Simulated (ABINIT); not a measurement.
Input and output of a self-consistent single point for V (Im-3m, 1 atom in the cell) (ABINIT).

Method of the run: PBE, PAW (JTH v2.0 PBE PAW) (plane waves; ABINIT).

```xyz
1
Lattice="-1.5074 1.5074 1.5074 1.5074 -1.5074 1.5074 1.5074 1.5074 -1.5074" Properties=species:S:1:pos:R:3 pbc="T T T"
V      0.0000     0.0000     0.0000
```

Reference input (self-consistent single point, DFT, PBE, plane waves, PAW (JTH v2.0 PBE PAW)): pseudos = [V.GGA_PBE-JTH.xml]; ecut = 30 Ha; pawecutdg = 60 Ha; pawxcdev = 0; occopt = 7; tsmear = 0.00367493 Ha; ngkpt = 9 9 9; nshiftk = 1; shiftk = 0 0 0; potentials = JTH v2.0 PBE PAW; nband = 12; kptopt = 1. This run's input differs from it in these lines:

```diff
@@ -20,3 +20,3 @@
 kptopt 1
-ngkpt 9 9 9
+ngkpt 15 15 15
 nshiftk 1
```

Output, abridged:

```
--- !BeginCycle
solver: {iscf: 17, nstep: 60, nline: 4, wfoptalg: 10, }
tolerances: {toldfe: 1.00E-09, }
...

     iter   Etot(hartree)      deltaE(h)  residm     nres2
 ETOT  1  -71.787008244670    -7.179E+01 1.260E+00 4.839E+00
 ETOT  2  -72.073302446305    -2.863E-01 4.591E-02 6.043E-01
 ETOT  3  -72.073237039959     6.541E-05 7.179E-03 2.749E-02
 ETOT  4  -72.073334587635    -9.755E-05 9.480E-04 1.656E-02
 ETOT  5  -72.073316567446     1.802E-05 5.076E-04 1.283E-03
   [... 2 lines left out ...]
 ETOT  8  -72.073316444760     8.524E-08 1.264E-04 2.051E-06
 ETOT  9  -72.073316443709     1.052E-09 7.969E-05 5.225E-07
 ETOT 10  -72.073316443704     4.292E-12 1.962E-05 5.136E-07
 ETOT 11  -72.073316443420     2.842E-10 3.790E-05 3.565E-07
 At SCF step   11, etot is converged :
  for the second time, diff in etot=  2.842E-10 < toldfe=  1.000E-09

 Cartesian components of stress tensor (hartree/bohr^3)
  sigma(1 1)=  9.91917901E-05  sigma(3 2)=  0.00000000E+00
  sigma(2 2)=  9.91917901E-05  sigma(3 1)=  0.00000000E+00
  sigma(3 3)=  9.91917901E-05  sigma(2 1)=  0.00000000E+00

 ----iterations are completed or convergence reached----

 reduced coordinates (array xred) for    1 atoms
       0.000000000000      0.000000000000      0.000000000000
 cartesian forces (eV/Angstrom) at end:
    1     -0.00000000000000    -0.00000000000000    -0.00000000000000
 frms,max,avg= 0.0000000E+00 0.0000000E+00   0.000E+00  0.000E+00  0.000E+00 e/A
 length scales=  1.889726132886  1.889726132886  1.889726132886 bohr
   [... lines left out ...]
 Fermi (or HOMO) energy (hartree) =   0.36940   Average Vxc (hartree)=  -0.44763
 Fermi (or HOMO) energy (eV) =  10.05189   Average Vxc (eV)= -12.18067
   [... lines left out ...]
'-kT*entropy'       : -2.73154492026749E-04
total_energy        : -7.20734489179727E+01
total_energy_eV     : -1.96121828462106E+03
...

-Cartesian components of stress tensor (GPa)         [Pressure= -2.9183E+00 GPa]
- sigma(1 1)=  2.91832273E+00  sigma(3 2)=  0.00000000E+00
- sigma(2 2)=  2.91832273E+00  sigma(3 1)=  0.00000000E+00
- sigma(3 3)=  2.91832273E+00  sigma(2 1)=  0.00000000E+00

 Calculation completed.
```

The run converged in 11 iterations. Against the reference run the free energy goes down by 7.0 meV/atom and the pressure goes from -3.02 to -2.92 GPa.

The starting cell has typed, rounded lattice constants, without a prior relaxation at this level. Its lattice was rescaled by up to half a per cent. Spin polarisation is off.

Cost on one core of a shared machine: roughly 30 s.
